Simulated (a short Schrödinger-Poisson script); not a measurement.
From a short Schrödinger-Poisson script (our own, NumPy): one-band effective-mass equation with BenDaniel-Duke matching, electrons, heavy and light holes apart, hard walls at the outer ends, one valence edge for both holes (no strain splitting), no charge, excitons, band mixing or non-parabolicity; under a field the levels are quasi-bound states of a box, listed while three quarters of their weight lies within 4 nm of the wells.

Structure: coupled double GaAs/Al0.3Ga0.7As quantum well.

```csv
layer,material,thickness (nm)
1,Al0.3Ga0.7As,20
2,GaAs,6
3,Al0.3Ga0.7As,1.5
4,GaAs,3.6
5,Al0.3Ga0.7As,20
```

The device is made up for the run: typed textbook-type constants, with dimensions and the other settings drawn at random. GaAs: direct gap (eV) 1.424, conduction-band edge (eV) 0, electron mass (mₑ) 0.067, heavy-hole mass 0.377, light-hole mass 0.09. Al0.3Ga0.7As: direct gap (eV) 1.798, conduction-band edge (eV) 0.237, electron mass (mₑ) 0.0919, heavy-hole mass 0.407, light-hole mass 0.117.

The valence-band edge of each layer lies one gap below its conduction-band edge. The electron's potential energy rises along the stack by the applied field. Mesh 0.03 nm at interfaces.

Gate and field steps stay those of the base.

One input was changed, with this effect: e1 above the well's band edge 54.3 → 22.2 meV; hh1 − lh1 19.7 → 10.2 meV; e1-hh1 transition at zero applied field 1.494 → 1.451 eV; e2 − e1 55.8 → 57.7 meV.

Problem. Which change was it?
A. heavy-hole mass in both wells 0.377 → 0.3 mₑ
B. width of the first well 6 → 12 nm
C. thickness of the middle barrier 1.5 → 8 nm
D. electron mass in both wells 0.067 → 0.1 mₑ

Solution. B, width of the first well 6 → 12 nm

Excitons are left out, and strain enters only through the typed gaps and offsets, so measured lines lie elsewhere.
